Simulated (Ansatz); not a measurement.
The parent structure is ZrN in the rock salt structure (space group Fm-3m, No. 225; a = 4.5528 Å).

Method: Ansatz (an electronic-structure program), PBEsol, PAW, cutoff 420 eV, no spin-orbit coupling, earlier PAW set.

Before the change:

```
Quantity                         Value
-----------------------------  -------
Gap character                   absent
Shortest interatomic distance  2.276 Å
```

Modification: every Zr is replaced by Y, then cell and atoms are relaxed.

Problem. Estimate the effect on the hole mass.

Solution. The hole mass (degenerate bands, along [100]) comes out as 0.16, 0.99, 0.99 mₑ (at Γ).

Problem. Estimate the effect on the gap character.

Solution. The gap character changes from absent to indirect, Γ → X.

Problem. What does the calculation give for the shortest interatomic distance after the change?

Solution. The shortest interatomic distance goes up by 0.152 Å to 2.428 Å.

Masses are band curvatures over ±0.01 Å⁻¹ around the edge. Whether these cells are dynamically stable was not tested. All final runs are without spin polarisation. An odd electron count without spin: ZrN.
